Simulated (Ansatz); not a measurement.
Base system: TiO2 in the anatase structure (space group I4_1/amd, No. 141; a = 3.799 Å, c = 9.701 Å). Axes: x, y, z lie along a, b, c of the conventional cell.

Computed with PBE (Ansatz, a quantum-chemistry and plane-wave program), no spin-orbit coupling.

Base values:

```
Item                                   Result
-------------  ------------------------------
Gap character  indirect, Γ–X (87 % along) → Γ
Pressure                             0.00 GPa
Band gap                              2.13 eV
```

Modification: uniaxial strain ε_zz = −0.60 %, all other strain components held at zero, atoms relaxed at fixed cell.

**Question.** What does the calculation give for the gap character after the change?

**Answer.** The gap character is still indirect, Γ–X (87 % along) → Γ.

**Question.** Predict the new pressure.

**Answer.** The pressure (mean of the normal stresses, compression positive) goes from zero to 0.95 GPa.

**Question.** Estimate the effect on the band gap.

**Answer.** The band gap shrinks by 0.015 eV, from 2.13 eV to 2.11 eV.

No phonon test of stability was made. The final runs are not spin-polarised.
